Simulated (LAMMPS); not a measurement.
System: a melt made from Ta (bcc), 2000 atoms, at 4610 K and 0 GPa, brought to that temperature within a few picoseconds.

Computed with classical MD, pair style eam/alloy, file CuTa.eam.alloy (LAMMPS).

| angle (°) | probability per degree, Ta-Ta-Ta |
|---|---|
| 31.50 | 0.0000 |
| 34.50 | 0.0004 |
| 37.50 | 0.0016 |
| 40.50 | 0.0041 |
| 43.50 | 0.0069 |
| 46.50 | 0.0095 |
| 49.50 | 0.0115 |
| 52.50 | 0.0123 |
| 55.50 | 0.0125 |
| 58.50 | 0.0117 |
| 61.50 | 0.0108 |
| 64.50 | 0.0097 |
| 67.50 | 0.0088 |
| 70.50 | 0.0079 |
| 73.50 | 0.0074 |
| 76.50 | 0.0070 |
| 79.50 | 0.0070 |
| 82.50 | 0.0071 |
| 85.50 | 0.0076 |
| 88.50 | 0.0081 |
| 91.50 | 0.0086 |
| 94.50 | 0.0091 |
| 97.50 | 0.0095 |
| 100.5 | 0.0099 |
| 103.5 | 0.0099 |
| 106.5 | 0.0100 |
| 109.5 | 0.0097 |
| 112.5 | 0.0093 |
| 115.5 | 0.0090 |
| 118.5 | 0.0086 |
| 121.5 | 0.0081 |
| 124.5 | 0.0076 |
| 127.5 | 0.0072 |
| 130.5 | 0.0069 |
| 133.5 | 0.0065 |
| 136.5 | 0.0061 |
| 139.5 | 0.0058 |
| 142.5 | 0.0055 |
| 145.5 | 0.0052 |
| 148.5 | 0.0049 |
| 151.5 | 0.0044 |
| 154.5 | 0.0040 |
| 157.5 | 0.0037 |
| 160.5 | 0.0032 |
| 163.5 | 0.0028 |
| 166.5 | 0.0022 |
| 169.5 | 0.0017 |
| 172.5 | 0.0012 |
| 175.5 | 0.0008 |
| 178.5 | 0.0002 |

Read from the full data:
- state found: liquid
- most common Ta-Ta-Ta angle: in the 3° bin centred on 55.5° (mean of all 95°)
